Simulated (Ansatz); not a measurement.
A (5,5) arsenic nanotube, stretched and compressed along its axis from its relaxed period of 3.633 Å, atoms relaxed at each length.

Method: PBE (plane waves to 420 eV, PAW; Ansatz, an electronic-structure program). Mesh 1×1×10. No spin polarisation. Isolated but for its images some 11 Å away. A hypothetical model, rolled from the flat sheet. Symmetry and one short period hold its shape; lower forms weren't sought. Values not marked SOC lack spin–orbit coupling. Buckling under compression is shut out by symmetry and the short period. Energies are free energies at a Fermi–Dirac width of 0.02 eV, from the unstrained cell.

| strain (%) | energy (meV a period) | axial force (nN) | PBE gap (eV) |
|---|---|---|---|
| -3.0 | +149 | -4.60 | 1.37 |
| -1.5 | +36 | -2.14 | 1.57 |
| 0.0 | 0 | +0.01 | 1.70 |
| +1.5 | ? | ? | ? |
| +3.0 | ? | ? | ? |
| +6.0 | +459 | +6.15 | 1.48 |

Question: What belongs in the gaps?

Answer: 
- +1.5, energy (meV a period): +33
- +1.5, axial force (nN): +1.88
- +1.5, PBE gap (eV): 1.75
- +3.0, energy (meV a period): +126
- +3.0, axial force (nN): +3.52
- +3.0, PBE gap (eV): 1.67
